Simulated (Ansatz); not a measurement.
Partial pair distribution functions of a relaxed model of amorphous Hf18O38Ge, broadened by 0.06 Å; density 8.73 g/cm³. Level of theory: PBE, scalar-relativistic without spin-orbit coupling (plane waves to 420 eV, PAW; Ansatz, a program for electronic structure).

A CHGNet melt-quench gave the starting glass, which DFT then relaxed. O atoms were pushed apart under 1.9 Å during the dynamics, to hinder bonds among them. The hot cell started wider than the set density and was brought back towards it in steps. It is the lowest in DFT energy of 2 quenches. It is a model cell: composition and starting density were chosen by hand, and all elements were melted together. No dispersion term was used. Its density started from a set value of 8.72 and ended at 8.73 g/cm³. Cooling (nominally 380 K/ps over its main leg) ran many orders faster than in experiment, which tends to leave more defects and strain. One small periodic cell is one sample of the glass; other quenches scatter about these values. Volume and shape were free in the relaxation.

```
r (Å)  g Hf-O  g O-Ge  g Hf-Hf  g O-O
-----  ------  ------  -------  -----
1.50     0.00    0.00     0.00   0.00
1.60     0.00    0.29     0.00   0.00
1.70     0.00    6.40     0.00   0.00
1.80     0.02   11.26     0.00   0.00
1.90     0.95    1.72     0.00   0.00
2.00     5.32    0.02     0.00   0.00
2.10     7.41    0.00     0.00   0.00
2.20     4.83    0.00     0.00   0.00
2.30     1.43    0.00     0.00   0.00
2.40     0.82    0.00     0.00   0.20
2.50     0.37    0.00     0.00   1.26
2.60     0.04    0.00     0.00   2.11
2.70     0.06    0.00     0.00   2.65
2.80     0.07    0.01     0.00   2.85
2.90     0.09    0.46     0.00   2.07
3.00     0.11    2.20     0.02   1.58
3.10     0.30    0.75     0.46   1.29
3.20     0.37    0.27     1.47   1.23
3.30     0.43    1.02     3.03   1.31
3.40     0.50    0.99     4.04   0.85
3.50     0.57    0.80     2.79   0.76
3.60     0.56    1.20     1.28   0.87
3.70     0.75    1.14     1.51   0.66
3.80     0.86    1.63     2.10   0.59
3.90     1.02    1.69     1.95   0.90
4.00     1.02    0.55     1.63   1.11
4.10     1.38    0.39     0.94   0.98
4.20     1.65    0.79     0.71   0.81
4.30     1.37    1.36     0.52   0.88
4.40     1.27    1.81     0.48   0.70
```

Within 2.60 Å each Hf has 6.17 O neighbours on average.
